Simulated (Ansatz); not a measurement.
## How the lattice constant a of Pd3Ge (model structure, started from the A15 type, Pm-3n, No. 223, 8 atoms in the cell) moves with the method

No measured value is used here.

### Question
Put these levels in order of the lattice constant a that they give for Pd3Ge (model structure, started from the A15 type, Pm-3n, No. 223, 8 atoms in the cell), smallest first: PBE (Ansatz, a first-principles code), PBE-D3(BJ) (Ansatz), PBEsol (Ansatz).

### Answer
PBEsol (4.930 Å), PBE-D3(BJ) (4.945 Å), PBE (5.013 Å)

Ansatz's density-functional and Hartree–Fock values are scalar-relativistic unless marked +SOC, with PAW data made under PBE.

A model structure was made by putting elements into a prototype or built by hand; it is no filed structure, need not be a known phase, and can be a saddle point held by its symmetry.
